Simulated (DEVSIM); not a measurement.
System: illuminated Si n-on-p cell, one wavelength, with a back-surface field, at 350 K.

| layer (left to right) | material | thickness (μm) | Nd (cm⁻³) | Na (cm⁻³) | τn (s) | τp (s) | absorption coefficient (cm⁻¹) |
|---|---|---|---|---|---|---|---|
| 1 | Si | 0.220 | 9e18 | - | 1.9e-7 | 4.4e-8 | 4000 |
| 2 | Si | 120 | - | 2.1e16 | 3.4e-7 | 3.4e-7 | 4000 |
| 3 | Si | 1.40 | - | 1.3e18 | 3.4e-7 | 3.4e-7 | 4000 |

Left contact: ohmic, minority hole recombination velocity 200 cm/s. Right contact: ohmic, minority electron recombination velocity 80000 cm/s. Voltage is applied to the left contact. Recombination: SRH at mid-gap, radiative, Auger. Light enters at the left, 4e16 photons cm⁻² s⁻¹, one pass, no reflection. Mobility is μmin + (μ − μmin)/(1 + (N/Nref)^α).

This is a model device: material constants are rounded textbook-type values typed into the input, and sizes, dopings and lifetimes were drawn at random. Values at 300 K; Nc and Nv go as T^1.5, mobilities as T to minus their exponent, the gap by Varshni's rule with the affinity fixed.

| parameter | Si |
|---|---|
| gap (eV) | 1.124 |
| affinity (eV) | 4.05 |
| permittivity | 11.7 |
| Nc (cm⁻³) | 2.86e19 |
| Nv (cm⁻³) | 3.1e19 |
| μn (cm²/Vs) | 1417 |
| μp (cm²/Vs) | 470 |
| μn,min | 52 |
| μp,min | 45 |
| Nref,n | 9.7e16 |
| Nref,p | 2.2e17 |
| αn | 0.68 |
| αp | 0.72 |
| T exponent of μn | 2.3 |
| T exponent of μp | 2.2 |
| B (cm³/s) | 4.7e-15 |
| Cn (cm⁶/s) | 2.8e-31 |
| Cp (cm⁶/s) | 9.9e-32 |
| Varshni α (eV/K) | 0.000473 |
| Varshni β (K) | 636 |

Simulated with DEVSIM: 1D drift-diffusion, Boltzmann statistics, complete ionisation; no tunnelling, impact ionisation, image-force lowering or self-heating.

The recombination velocity at the left contact was swept, all else fixed.

| recombination velocity at the left contact (cm/s) | share of generated pairs collected at short circuit | short-circuit current (mA/cm²) | largest power (mW/cm²) | dark forward voltage at 100 A/cm² (V) |
|---|---|---|---|---|
| 10 | 0.930 | 5.96 | 1.77 | 1.006 |
| 100 | 0.930 | 5.96 | 1.77 | 1.006 |
| 200 | 0.930 | 5.96 | 1.77 | 1.006 |
| 1000 | 0.929 | 5.96 | 1.77 | 1.006 |
| 10000 | 0.926 | 5.93 | 1.76 | 1.008 |
| 1e5 | 0.908 | 5.82 | 1.72 | 1.013 |
| 1e6 | 0.891 | 5.71 | 1.69 | 1.017 |
| 1e7 | 0.888 | 5.69 | 1.68 | 1.018 |

From the first row to the last the share of generated pairs collected at short circuit goes from 0.930 to 0.888. From the first row to the last the short-circuit current goes from 5.96 to 5.69.
